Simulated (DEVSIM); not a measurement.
System: illuminated Si n-on-p cell, one wavelength, at 300 K.

| layer (left to right) | material | thickness (μm) | Nd (cm⁻³) | Na (cm⁻³) | τn (s) | τp (s) | absorption coefficient (cm⁻¹) |
|---|---|---|---|---|---|---|---|
| 1 | Si | 0.250 | 1e19 | - | 3.7e-8 | 6.7e-8 | 2000 |
| 2 | Si | 21.0 | - | 3.6e15 | 8.8e-7 | 8.8e-7 | 2000 |

Left contact: ohmic, minority hole recombination velocity 2e5 cm/s. Right contact: ohmic, minority electron recombination velocity 20000 cm/s. Voltage is applied to the left contact. Recombination: SRH at mid-gap, radiative, Auger. Light enters at the left, 3e16 photons cm⁻² s⁻¹, one pass, no reflection. Mobility is constant in doping.

This is a model device: material constants are rounded textbook-type values typed into the input, and sizes, dopings and lifetimes were drawn at random. Values at 300 K.

```
parameter           Si
-------------  -------
gap (eV)         1.124
affinity (eV)     4.05
permittivity      11.7
Nc (cm⁻³)      2.86e19
Nv (cm⁻³)       3.1e19
μn (cm²/Vs)       1417
μp (cm²/Vs)        470
B (cm³/s)      4.7e-15
Cn (cm⁶/s)     2.8e-31
Cp (cm⁶/s)     9.9e-32
```

Simulated with DEVSIM: 1D drift-diffusion, Boltzmann statistics, complete ionisation; no tunnelling, impact ionisation, image-force lowering or self-heating.

The recombination velocity at the right contact was swept, all else fixed.

```csv
recombination velocity at the right contact (cm/s),dark forward voltage at 1 A/cm² (V),largest power (mW/cm²),fill factor,share of generated pairs collected at short circuit
10,0.679,1.89,0.80,0.973
100,0.674,1.88,0.80,0.973
1000,0.654,1.83,0.80,0.964
10000,0.622,1.63,0.79,0.911
20000,0.613,1.54,0.79,0.881
1e5,0.602,1.39,0.78,0.822
1e6,0.598,1.34,0.78,0.797
1e7,0.598,1.33,0.78,0.795
```

From the first row to the last the dark forward voltage at 1 A/cm² goes from 0.679 to 0.598. From the first row to the last the largest power goes from 1.89 to 1.33.
